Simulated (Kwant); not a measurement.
System: wire with an abrupt hard-wall neck in a Ge (holes) two-dimensional gas. Effective mass 0.06 mₑ, grid spacing 2.5 nm, hard walls, nominal width 60 nm (23 grid rows, so walls 60 nm apart), one parabolic valley, scattering region 180 nm long along x; energies count from the band bottom; Fermi energy swept from 0.00087044 to 0.0988 eV. Central neck 39 nm wide and 68 nm long.

The device is made up for the run: typed textbook-type constants, with dimensions and the other settings drawn at random.

Kwant, effective-mass tight-binding model on a square grid, one spin, coherent transport at 0 K. Conductance is in e²/h.

Q: How many channels do the leads carry at E = 36.4, 76.1 meV?

A: The hard-wall thresholds are n² ħ²π²/(2mW²) = n² × 1.74 meV with W = 60 nm. √(36.4/1.74) = 4.57, so 4. √(76.1/1.74) = 6.61, so 6.
